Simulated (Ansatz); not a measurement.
Input:

```yaml
crystal:
  lattice:
    - [0.02138, 2.88427, 2.91456]
    - [2.99326, -0.01752, 2.95347]
    - [2.98287, 2.91278, -0.00713]
  atoms:
    - { symbol: I, position: [0.75374, 0.74724, 0.74894] }
    - { symbol: Cu, position: [0.99626, 0.00276, 0.00106] }
```

No spin polarisation.

Computed with Ansatz (an electronic-structure program), PBEsol, PAW, cutoff 420 eV, scalar-relativistic without spin-orbit coupling. Γ-centred 10×10×10 mesh, Fermi–Dirac width 0.05 eV.

Q: Predict the gap character, stress and valence-band top at Γ.

A: The gap character is direct at Γ, the stress (xx, yy, zz, yz, xz, xy; compression positive) is (1.32, 1.77, 1.59, 0.38, -0.26, -0.09) GPa and the valence-band top at Γ (three highest levels, from the VBM) is 0.00, -0.03, -0.06 eV.

With I present, leaving out spin-orbit coupling can change the band edges. The cells carry an imposed strain or load. Stability against distortions was not tested. All final runs are without spin polarisation. The cell was made from CuI in the zinc blende structure (space group F-43m, No. 216) by this change: strain tensor (xx, yy, zz, yz, xz, xy) = (+0.26, −2.10, −1.08, −0.78, +0.54, +0.19) %.
